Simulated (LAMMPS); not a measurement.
Pressure dependence of Ir (fcc) at 3530 K, from the melt.

Method: classical MD, pair style meam, file library.meam (library.meam-Ir) (LAMMPS).

```csv
P (GPa),state,volume,coordination number,self-diffusion coefficient of Ir (not corrected for cell size)
0,liquid,18.68 ± 0.02 Å³/atom,9.8 (counted to 3.46 Å),(2.9 ± 0.1) × 10^-5 cm²/s
2,liquid,17.999 ± 0.009 Å³/atom,10.2 (counted to 3.46 Å),(2.10 ± 0.09) × 10^-5 cm²/s
5,liquid,17.285 ± 0.008 Å³/atom,9.9 (counted to 3.34 Å),(1.54 ± 0.08) × 10^-5 cm²/s
```

Caution (row 0): enthalpy drifts during the constant-pressure average: a transition or slow ageing; fluctuation values are void.

Caution: the potential MEAM library.meam-Ir is a first-neighbour MEAM set with a 4 Å cutoff, used here without a parameter file and away from the static properties it was fitted to.

Caution: a run this short can hold a crystal over, or a liquid under, the potential's own melting point, which these runs don't give.

Estimate the isothermal bulk modulus at zero pressure. A parabola P(ln V) through the three points gives −dP/d ln V = 44 GPa at zero pressure.

States go by the mean squared displacement: a species diffuses where it passes 1.5 Å², still rises and gives D over 1e-6 cm²/s; a crystal has left its structure where atoms lie 0.35 Å off their sites on average or a cubic box changes its shape by 3 %, or the axial ratios of another lie 8 % off the starting cell's, which the potential's own relaxation can also do.

Errors of D are the spread over four groups of atoms in one short run; a floor of about 5 %, a picked value, is safer.

The ± values are statistical; the model's systematic error is not in them.
